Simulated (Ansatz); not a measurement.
Ca3P2 (Pm-3m, No. 221, 5 atoms in the cell; start mp-1013547) was calculated with PBEsol (plane waves, PAW; Ansatz, an electronic-structure program).

Settings: plane-wave cutoff 520 eV, 6×6×6 k mesh, Fermi–Dirac smearing 0.01 eV, scalar-relativistic PAW data made under PBE.

Cell (relaxed with PBEsol):

```xyz
5
Lattice="5.2420 0.0000 0.0000 0.0000 5.2420 0.0000 0.0000 0.0000 5.2420" Properties=species:S:1:pos:R:3 pbc="T T T"
Ca     0.0000     2.6210     2.6210
Ca     2.6210     0.0000     2.6210
Ca     2.6210     2.6210     0.0000
P      0.0000     0.0000     0.0000
P      2.6210     2.6210     2.6210
```

### Question
Predict the band gap.

### Answer

* **band gap**: 0.38 eV (direct)

Static lattice: no zero-point or thermal effects.

A start named mp-… is a Materials Project structure, which need not be a measured phase.
